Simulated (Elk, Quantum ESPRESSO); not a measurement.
An Elk input for a self-consistent single point of LaAl2Cu3 (Cmmm, 6 atoms in the cell) (DFT, PBEsol, all-electron FP-LAPW, Elk's shipped species files, APW+lo basis with extra local orbitals):

```
tasks
  0

xctype
  22

rgkmax
  7.5

gmaxvr
  16.0

nxlo
  2

lorbcnd
  .true.

rmtscf
  0.94

lmaxi
  3

swidth
  0.00367493

maxscl
  100

avec
    4.9780015952   -8.3600935733    0.0000000000
    4.9780015952    8.3600935733    0.0000000000
    0.0000000000    0.0000000000    7.7242101810

atoms
  3
  'La.in'
  1
  0.0000000000  0.0000000000  0.0000000000    0.0 0.0 0.0
  'Al.in'
  2
  0.5000000000  0.0000000000  0.5000000000    0.0 0.0 0.0
  0.0000000000  0.5000000000  0.5000000000    0.0 0.0 0.0
  'Cu.in'
  3
  0.6610900000  0.3389100000  0.0000000000    0.0 0.0 0.0
  0.3389100000  0.6610900000  0.0000000000    0.0 0.0 0.0
  0.5000000000  0.5000000000  0.5000000000    0.0 0.0 0.0

ngridk
  5 5 6
```

Task: Give the Quantum ESPRESSO input for the same structure, mesh, smearing and functional.

Result: This is the input that was run; spellings and numerical settings could be chosen otherwise.

```fortran
&CONTROL
 calculation = 'scf',
 prefix = 'laal2cu3',
 outdir = './tmp',
 pseudo_dir = './',
 tprnfor = .true.,
 tstress = .true.,
/
&SYSTEM
 ibrav = 9,
 celldm(1) = 9.9560031903,
 celldm(2) = 1.679407572189,
 celldm(3) = 0.775834442127,
 nat = 6,
 ntyp = 3,
 ecutwfc = 50,
 ecutrho = 400,
 occupations = 'smearing',
 smearing = 'fd',
 degauss = 0.0073499,
/
&ELECTRONS
 conv_thr = 1.0d-10,
 mixing_beta = 0.7,
/
ATOMIC_SPECIES
La   138.9055  la_pbesol_v1.uspp.F.UPF
Al    26.9815  al_pbesol_v1.uspp.F.UPF
Cu    63.5460  cu_pbesol_v1.2.uspp.F.UPF
ATOMIC_POSITIONS {angstrom}
La    0.0000000000    0.0000000000    0.0000000000
Al   -1.3171225000   -2.2119855000   -2.0437380000
Al   -1.3171225000    2.2119855000   -2.0437380000
Cu   -2.6342450000   -1.4253149768    0.0000000000
Cu   -2.6342450000    1.4253149768    0.0000000000
Cu   -2.6342450000    0.0000000000   -2.0437380000
K_POINTS {automatic}
5 5 6  0 0 0
```

Basis, cutoffs, solver keys and any potentials are the target program's own. This input uses DFT, PBEsol, plane waves, GBRV 1.5 ultrasoft (PBESOL) pseudopotentials.

The starting cell comes from a database of computed structures (which also holds hypothetical and non-ambient phases and stackings), without a prior relaxation at this level. Its lattice was rescaled by a random factor within 2.5 % of one. For this run, on top of that: lattice scaled by 0.98.
